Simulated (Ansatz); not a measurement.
The reference is ZnO in the wurtzite structure (space group P6_3mc, No. 186).

Space group P6₃mc (No. 186); a = b = 3.1869 Å, c = 5.1526 Å, α = β = 90.00°, γ = 120.00°

```
atom  site  symmetry       x       y       z
----  ----  --------  ------  ------  ------
Zn      2b       3m.  0.3333  0.6667  0.0018
O       2b       3m.  0.3333  0.6667  0.3802
```

Computed with plane-wave PAW DFT at the LDA level (Ansatz, an electronic-structure program, 420 eV), without spin-orbit coupling.

One change was made to it. Results:

The shortest interatomic distance drops by 0.008 Å, from 1.944 Å to 1.936 Å; the density increases by 0.076 g/cm³, from 5.97 g/cm³ to 6.04 g/cm³; the c/a ratio stays 1.617.

### Question
What was done to the base?
(A) pressure −2 GPa
(B) pressure 22.5 GPa
(C) pressure 2.1 GPa
(D) pressure 30 GPa

### Answer
C, pressure 2.1 GPa. For comparison, the shortest interatomic distance in the other runs: pressure 30 GPa gives 1.858 Å; pressure −2 GPa gives 1.952 Å; pressure 22.5 GPa gives 1.875 Å.

Load acts through the strain it causes; cell and atoms are relaxed under it. Stability against distortions was not tested. Measured, ZnO leaves this structure (for rock salt) near 9.1 GPa (temperature not stated; as listed in Datta, Sujoy, Jana, Debnarayan, arXiv (2020)), on rising pressure, with hysteresis.
